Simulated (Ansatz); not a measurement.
Levels about the gap of amorphous IGZO (In15Ga15Zn15O60) (105 atoms in a cell of 1425 Å³, 5.49 g/cm³; zone centre alone, so wide bands show as single levels with stretches between that a denser mesh fills), at the geometry that PBE relaxed, where it gives -0.2 GPa on a denser mesh. The participation number counts the atoms over which a state spreads; weights are charges in smoothed Voronoi cells. The levels come from a single point, so bond lengths are those of that geometry. Method of the levels: PBE, scalar-relativistic without spin-orbit coupling (Ansatz, a quantum-chemistry and plane-wave program). Sampling: the zone centre alone; Fermi-Dirac width 0.02 eV; no spin polarisation. At PBE the levels at the filled edge of the gap are localised (band-tail or defect states).

Preparation: random packing, a CHGNet melt and quench, and a DFT relaxation. O atoms were pushed apart under 1.9 Å during the dynamics, to hinder bonds among them. The hot cell started wider than the set density and was brought back towards it in steps. It is the lowest in DFT energy of 4 quenches. It is a model cell: composition and starting density were chosen by hand, and all elements were melted together. No dispersion term was used. Its density started from a set value of 5.49 and ended at 5.49 g/cm³. Cooling (nominally 170 K/ps over its main leg) ran many orders faster than in experiment, which tends to leave more defects and strain. Values belong to this one cell and scatter from quench to quench. The volume was held where the preparation left it and the shape relaxed, at a PBE pressure of -0.2 GPa (tension).

```json
[
 {"E - E(highest filled), eV": "-0.28", "filling": "filled", "participation number": "16.4", "largest on": "O, 3 neighbours", "weight O": "0.91", "weight In": "0.02", "weight Zn": "0.05", "weight Ga": "0.02"},
 {"E - E(highest filled), eV": "-0.26", "filling": "filled", "participation number": "22.6", "largest on": "O, 3 neighbours", "weight O": "0.84", "weight In": "0.02", "weight Zn": "0.12", "weight Ga": "0.01"},
 {"E - E(highest filled), eV": "-0.24", "filling": "filled", "participation number": "23.1", "largest on": "O, 3 neighbours", "weight O": "0.86", "weight In": "0.02", "weight Zn": "0.10", "weight Ga": "0.02"},
 {"E - E(highest filled), eV": "-0.19", "filling": "filled", "participation number": "16.2", "largest on": "O, 3 neighbours", "weight O": "0.85", "weight In": "0.02", "weight Zn": "0.12", "weight Ga": "0.01"},
 {"E - E(highest filled), eV": "-0.11", "filling": "filled", "participation number": "19.3", "largest on": "O, 3 neighbours", "weight O": "0.85", "weight In": "0.01", "weight Zn": "0.13", "weight Ga": "0.01"},
 {"E - E(highest filled), eV": "-0.05", "filling": "filled", "participation number": "8.1", "largest on": "O, 3 neighbours", "weight O": "0.85", "weight In": "0.02", "weight Zn": "0.12", "weight Ga": "0.01"},
 {"E - E(highest filled), eV": "0.00", "filling": "filled", "participation number": "18.9", "largest on": "O, 3 neighbours", "weight O": "0.84", "weight In": "0.01", "weight Zn": "0.13", "weight Ga": "0.02"},
 {"E - E(highest filled), eV": "0.76", "filling": "empty", "participation number": "95.9", "largest on": "In, 4 neighbours", "weight O": "0.50", "weight In": "0.22", "weight Zn": "0.15", "weight Ga": "0.13"},
 {"E - E(highest filled), eV": "2.79", "filling": "empty", "participation number": "25.1", "largest on": "In, 4 neighbours", "weight O": "0.58", "weight In": "0.29", "weight Zn": "0.07", "weight Ga": "0.06"},
 {"E - E(highest filled), eV": "3.07", "filling": "empty", "participation number": "56.1", "largest on": "In, 4 neighbours", "weight O": "0.58", "weight In": "0.27", "weight Zn": "0.10", "weight Ga": "0.06"},
 {"E - E(highest filled), eV": "3.09", "filling": "empty", "participation number": "39.6", "largest on": "In, 5 neighbours", "weight O": "0.60", "weight In": "0.24", "weight Zn": "0.07", "weight Ga": "0.09"},
 {"E - E(highest filled), eV": "3.18", "filling": "empty", "participation number": "48.2", "largest on": "In, 5 neighbours", "weight O": "0.58", "weight In": "0.20", "weight Zn": "0.12", "weight Ga": "0.10"},
 {"E - E(highest filled), eV": "3.29", "filling": "empty", "participation number": "66.2", "largest on": "In, 5 neighbours", "weight O": "0.58", "weight In": "0.18", "weight Zn": "0.14", "weight Ga": "0.10"},
 {"E - E(highest filled), eV": "3.43", "filling": "empty", "participation number": "64.6", "largest on": "In, 5 neighbours", "weight O": "0.60", "weight In": "0.17", "weight Zn": "0.11", "weight Ga": "0.12"}
]
```

Most localised among these is the filled level at -0.05 eV, on a O atom, which has 3 neighbours (Zn 1.88 Å, In 2.06 Å, In 2.16 Å).
